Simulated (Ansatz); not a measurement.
C on the 1x1 (0001) surface of hcp Ru, one in a 2x1 cell, energies for each (12.8 Å²). Energies are against an atom of graphite, without zero-point or thermal terms; each row is named by its start.

Level of theory: PBE (plane waves to 420 eV, PAW; Ansatz, a first-principles code).

Model: 9-atom slab, 6.3 Å thick at the start under the adsorbate (thin: gaps and levels are the slab's own), 6x12x1 mesh, Fermi-Dirac 0.1 eV, dipole correction, 4 atoms held, the rest relaxed; each run with such symmetry as its start has; spin where the adsorbate may keep a moment, no spin-orbit, no U, no dispersion correction.

A negative adsorption energy means that the adsorbate is more stable on the surface than in its reference. Starts that drift may end in the same place. Heights count from the host atoms within 0.3 Å of the top one.

```json
[
 {"starting site": "top Ru", "E_ads (eV)": "1.11", "height (Å)": "1.06", "nearest host atom (Å)": "Ru 1.85", "bonded to": "3 Ru", "Δ work function (eV)": "0.84", "lateral drift (Å)": "1.6", "moment (μB)": "0.0"},
 {"starting site": "hollow Ru-Ru-Ru", "E_ads (eV)": "1.11", "height (Å)": "1.06", "nearest host atom (Å)": "Ru 1.85", "bonded to": "3 Ru", "Δ work function (eV)": "0.83", "lateral drift (Å)": "0.1", "moment (μB)": "–"},
 {"starting site": "hollow Ru-Ru-Ru over Ru at depth 2.1 Å", "E_ads (eV)": "0.77", "height (Å)": "1.08", "nearest host atom (Å)": "Ru 1.89", "bonded to": "3 Ru", "Δ work function (eV)": "0.80", "lateral drift (Å)": "0.1", "moment (μB)": "–"},
 {"starting site": "bridge Ru-Ru (span 2.7 Å)", "E_ads (eV)": "0.77", "height (Å)": "1.08", "nearest host atom (Å)": "Ru 1.89", "bonded to": "3 Ru", "Δ work function (eV)": "0.81", "lateral drift (Å)": "0.9", "moment (μB)": "–"}
]
```
